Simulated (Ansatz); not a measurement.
Input and output of a self-consistent single point for SrIn₂ (P3m1, 6 atoms in the cell) (Ansatz, an electronic-structure program).

Level of theory: LDA (PW92), default PAW files made with PBE (plane waves; Ansatz).

```yaml
crystal:
  lattice:
    - [5.06967, 0.00000, 0.00000]
    - [-2.53484, 4.39046, 0.00000]
    - [0.00000, 0.00000, 8.15589]
  atoms:
    - { symbol: Sr, position: [0.00000, 0.00000, 0.75613] }
    - { symbol: Sr, position: [0.00000, 0.00000, 0.25000] }
    - { symbol: In, position: [0.33333, 0.66667, 0.95349] }
    - { symbol: In, position: [0.66667, 0.33333, 0.04651] }
    - { symbol: In, position: [0.66667, 0.33333, 0.45349] }
    - { symbol: In, position: [0.33333, 0.66667, 0.54651] }
```

Reference input (self-consistent single point, DFT, LDA (PW92), plane waves, default PAW files made with PBE): basis.ecutwfc = 420 eV; kpoints.mp_grid.grid = 7 7 3; hamiltonian.xc = lda; hamiltonian.pseudopotentials = {kind: paw} (the program's default PAW files); scf.occupations.method = gaussian; scf.occupations.width = 0.1 eV. This run's input differs from it in these lines:

Ansatz 0.2 input:
```diff
@@ -15,3 +15,3 @@
 kpoints:
-  mp_grid: { grid: [7, 7, 3] }
+  mp_grid: { grid: [8, 8, 5] }
 hamiltonian:
@@ -20,3 +20,3 @@
 scf:
-  occupations: { method: gaussian, width: 0.1 }
+  occupations: { method: gaussian, width: 0.02 }
 output:
```

Output (repeated stretches shortened):

```
SCF iter   1: F=—  HF=-28720.507045 eV  |F-HF|=—  |Δ(HF+E_count)|=         —  Δρ=6.80e-3  dr2=4.18e-2  ethr=1.77e-3  ⟨swp⟩=9.8  Hψ=9509  notcnv=0  defer=2
all-band conjugate gradients solve this SCF's bands
preconditioner: auto → Resta (q_TF=auto, 2.339 Å⁻¹)
SCF iter   2: F=—  HF=-28720.496362 eV  |F-HF|=—  |Δ(HF+E_count)|=   1.07e-2  Δρ=2.60e-3  dr2=6.02e-3  ethr=5.80e-5  ⟨swp⟩=2.6  Hψ=3504  notcnv=0  defer=87
SCF iter   3: F=—  HF=-28720.495139 eV  |F-HF|=—  |Δ(HF+E_count)|=   1.22e-3  Δρ=5.98e-4  dr2=4.35e-4  ethr=8.36e-6  ⟨swp⟩=2.7  Hψ=2858  notcnv=0  defer=87
SCF iter   4: F=—  HF=-28720.495105 eV  |F-HF|=—  |Δ(HF+E_count)|=   3.31e-5  Δρ=7.77e-5  dr2=1.43e-5  ethr=6.04e-7  ⟨swp⟩=2.2  Hψ=2143  notcnv=0  defer=87
SCF iter   5: F=—  HF=-28720.495015 eV  |F-HF|=—  |Δ(HF+E_count)|=   9.04e-5  Δρ=1.54e-5  dr2=5.07e-7  ethr=1.98e-8  ⟨swp⟩=2.1  Hψ=3053  notcnv=0  defer=87
SCF iter   6: F=-28720.495015 eV  HF=-28720.495015 eV  |F-HF|=2.90e-8  |Δ(HF+E_count)|=   8.68e-8  Δρ=4.67e-6  dr2=5.43e-8  ethr=1.39e-10  ⟨swp⟩=11.3  Hψ=8775  notcnv=0
SCF 1 converged in 6 iterations: F = -28720.495015 eV  dr2 = 5.43e-8
Free energy (F): -28720.495015 eV
Internal energy: -28720.494868 eV  (E = F + TS)
E sigma→0 (E₀):  -28720.494941 eV
Entropy (-TS):   -0.000147 eV (-0.025 meV/atom)
Fermi energy:    8.754103 eV
--- Forces (eV/Å), atoms counted from 1 ---
  atom   1  Sr    -0.00000000    -0.00000000    -0.17249090
  atom   2  Sr     0.00000000    -0.00000000     0.07532641
  atom   3  In     0.00000000    -0.00000000     0.00789611
  atom   4  In     0.00000000     0.00000000     0.04219295
  atom   5  In     0.00000000     0.00000000     0.02081299
  atom   6  In     0.00000000    -0.00000000     0.02626946
--- Stress (GPa, compression-positive) ---
       -3.695551      -0.000000      -0.000000
        0.000000      -3.695551      -0.000000
       -0.000000      -0.000000      -3.210666
  P = ⅓ Tr σ = -3.5339 GPa (-35.339 kbar)
  The stress holds the Pulay correction. Without it, at fixed plane waves, as pw.x and ABINIT print it: P = -3.5452 GPa
```

The run converged in 6 iterations. Against the reference run the free energy goes down by 2.4 meV/atom, the pressure stays at -3.53 GPa and the largest force hardly changes (0.168 to 0.172 eV/Å).

The starting cell comes from a database of computed structures (which also holds hypothetical and non-ambient phases and stackings), without a prior relaxation at this level. Its lattice was rescaled by up to half a per cent. One atom was moved a little off its site on purpose. With a pressure of about -4 GPa the cell is away from its equilibrium volume at this level. Ansatz's pressure includes its estimate of the finite-basis (Pulay) stress.
